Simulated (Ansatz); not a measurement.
Abridged Ansatz (an electronic-structure program) output:

```
Relaxation: its limit of steps is 50 (relax.max_steps)
Pseudopotential: Mg, paw, valence charge 10
Crystal: 2 atoms, lattice volume = 45.301 Å³
Basis set: ecut = 420 eV, 889 PW (Γ), exchange–correlation on 48×48×72 points (8 copies of the dense FFT grid, shifted against one another)
Bands: 14, of which v1, the nominal top of the filled ones, is band 10 counted from 1 (9 counted from 0)
Symmetry: 8 space group operations
k-points: 726 of 4851
Functional: x = pbesol(κ = 0.804, μ = 0.12345679012345678), c = pbesol(β = 0.046)
SCF iter   1: F=—  HF=-3824.117132 eV  |F-HF|=—  |Δ(HF+E_count)|=         —  Δρ=2.00e-3  dr2=8.99e-4  ethr=1.77e-3  ⟨swp⟩=5.0  Hψ=50761  notcnv=0
SCF iter   2: F=—  HF=-3824.115882 eV  |F-HF|=—  |Δ(HF+E_count)|=   1.25e-3  Δρ=9.12e-4  dr2=2.50e-4  ethr=4.50e-6  ⟨swp⟩=2.3  Hψ=23213  notcnv=0
SCF 1 converged in 6 iterations: F = -3824.115786 eV  dr2 = 1.54e-11
relax step   1: F+E_penalty+E_count = -3824.11578618 eV  Δ(F+E_penalty+E_count) = +0.000e0 eV  max|allowed force component| = 4.134e-3 eV/Å  Δτ_max = 0.0000 Å  (6 SCF iters, accepted)
SCF converged after 6 iterations
Free energy (F): -3824.115786 eV
Internal energy: -3824.089428 eV  (E = F + TS)
E sigma→0 (E₀):  -3824.102607 eV
Entropy (-TS):   -0.026359 eV (-13.179 meV/atom)
Fermi energy:    5.718975 eV
--- Forces (eV/Å), atoms counted from 1 ---
  atom   1  Mg    -0.00000000     0.00413373     0.00000000
  atom   2  Mg     0.00000000    -0.00413373     0.00000000
--- Stress (GPa, compression-positive) ---
       -0.347324      -0.000000       0.000000
       -0.000000      -0.105206       0.000000
        0.000000       0.000000      -0.101019
  P = ⅓ Tr σ = -0.1845 GPa (-1.845 kbar)
--- Relaxed structure (1 steps of the walk, 1 accepted, 0 SCFs on fresh bases) ---
  atoms:
    - { symbol: Mg, position: [0.6666666666499999, 0.3333333333, 0.25] }
    - { symbol: Mg, position: [0.3333333333499999, 0.6666666667000001, 0.75] }
```

Question: What was computed, and what are the main results?

Answer: Mg, 2 atoms in the cell, with PBEsol in Ansatz (plane waves to 420 eV, PAW, spin-orbit coupling left out). The last SCF converged to F = -3824.115786 eV, or -1912.0579 eV per atom, at a pressure of -0.18 GPa. The total energy compares only with runs of the same code, potentials and settings.

The cells carry an imposed strain or load. Stability against distortions was not tested. The cell was made from Mg in the hcp (Mg type) structure (space group P6_3/mmc, No. 194) by this change: uniaxial strain ε_xx = +0.50 %.

Keys are those of Ansatz 0.2.
